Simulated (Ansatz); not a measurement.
W: energy against strain

W (bcc, Im-3m, 15.910 Å³/atom and stress up to 0.01 GPa in the relaxed cell) under an equal strain ε in the (001) plane with the normal axis free, as in a coherent film. r2SCAN in Ansatz, a plane-wave DFT program (PAW, default set), 500 eV, 29×29×29 Γ-centred mesh, Fermi-Dirac smearing 0.10 eV.

Here s stands for strain and y for E less E0.

```csv
strain (%),E less E0 (meV/atom)
-1.50,13.78
-1.00,6.08
-0.50,1.51
0.00,0.00
0.50,1.48
1.00,5.86
1.50,13.07
3.00,?
```

Taking a parabola for y over the 7 complete rows: Least squares gives y = 0.003 - 0.1857·s + 5.9657·s². Residuals (row less fit): 0.076, -0.074, -0.077, -0.003, 0.078, 0.077, -0.077; standard error 0.094 (degrees of freedom: 4). The quadratic coefficient over the volume, 5.9657 meV × 10⁴ × 0.1602 / 15.910 Å³, is the biaxial elastic modulus of this plane = about 600 GPa.

### Question
What does the fit predict for y at s = 3.00, and how far is the calculated value from it?

### Answer
y = 0.003 - 0.1857 × 3.0 + 5.9657 × 3.0² = 53.137 meV/atom. The calculation gives 50.82 meV/atom, 2.317 meV/atom below the prediction (4.6 % of the range of y in the table). The row lies outside the fitted rows, so this is an extrapolation. From the scatter of the fitted rows alone, a prediction at this place has a standard error of 0.359 meV/atom, so the miss is 6.5 times that.

A polynomial of degree 3 through the 12 other runs of the series gives 50.87 there, so most of the miss is curvature that the fit leaves out. In a metal these values are sensitive to mesh and smearing; energies are taken to zero smearing, stresses follow the free energy. Spin-orbit coupling is left out, which can shift these values for the heavy elements here. Rows are the converged runs of the series near zero and its far end; series whose fitted rows scatter by over a few per cent of the range, as at a crossing or softening among them, aren't shown in this form, nor equations of state whose B0' disagrees with the runs' pressures. Most that stay on the fit to the last digits aren't either.
